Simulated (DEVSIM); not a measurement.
Device: Ru/SiO2/p-Ge capacitor, at 300 K.

Layer 1 from the left is SiO2, thickness (nm) 3.40. Layer 2 from the left is Ge, thickness (nm) 620, Na (cm⁻³) 4.6e16.

Metal gate on the left, work function 4.7 eV. Fixed charge at the semiconductor interface 0 cm⁻² (in units of +e); no interface traps.

Constants are typed, rounded textbook-type inputs, not results; the design itself was drawn at random and stands for no fabricated device. Values at 300 K.

SiO2: gap (eV) 9, affinity (eV) 0.9, permittivity 3.9. Ge: gap (eV) 0.664, affinity (eV) 4, permittivity 16, Nc (cm⁻³) 1.04e19, Nv (cm⁻³) 6e18.

Q: Estimate by hand the flat-band voltage, the threshold voltage, and compare with a numerical solution.

A: 
- Flat-band voltage: C = 1.02 μF/cm², work-function difference 0.162 V; VFB = φms − qNf/C = 0.16 V; numerical 0.16 V.
- Threshold voltage: φF = 0.199 V, depletion charge √(4εqNφF) = 9.12e-8 C/cm²; VT = VFB + 2φF + Qd/C = 0.65 V; numerical 0.65 V.

Simulated with DEVSIM: 1D Poisson equation in equilibrium, Boltzmann statistics, complete ionisation; no quantum confinement or tunnelling. Metal contacts follow the ideal Schottky-Mott rule: no Fermi-level pinning, no interface dipoles.
